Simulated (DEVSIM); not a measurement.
Device: Ni/SiON/p-Si capacitor, at 300 K.

```tsv
layer (left to right)	material	thickness (nm)	Na (cm⁻³)
1	SiON	4.40	-
2	Si	2900	3.8e16
```

Metal gate on the left, work function 5.1 eV. Fixed charge at the semiconductor interface 0 cm⁻² (in units of +e); no interface traps.

Constants are typed, rounded textbook-type inputs, not results; the design itself was drawn at random and stands for no fabricated device. Values at 300 K.

```
parameter      SiON       Si
-------------  ----  -------
gap (eV)          7    1.124
affinity (eV)   1.4     4.05
permittivity    5.5     11.7
Nc (cm⁻³)         -  2.86e19
Nv (cm⁻³)         -   3.1e19
```

Model (solved in DEVSIM): 1D Poisson equation in equilibrium, Boltzmann statistics, complete ionisation; no quantum confinement or tunnelling. Metal contacts follow the ideal Schottky-Mott rule: no Fermi-level pinning, no interface dipoles.

The interface trap density was swept, all else fixed.

| interface trap density (cm^-2 eV^-1) | minimum of the low-frequency capacitance (μF/cm²) | flat-band voltage (V) | threshold voltage (band bending 2φF) (V) |
|---|---|---|---|
| 0 | ___ | 0.10 | 0.97 |
| 1e10 | 0.0698 | 0.10 | 0.97 |
| 1e11 | 0.0823 | 0.09 | 0.97 |
| 3e11 | 0.108 | 0.08 | 0.99 |
| 1e12 | 0.191 | 0.04 | 1.02 |
| 2e12 | 0.290 | -0.01 | 1.08 |

Problem. Fill in the missing entries.

Solution. 
- 0, minimum of the low-frequency capacitance (μF/cm²): 0.0683
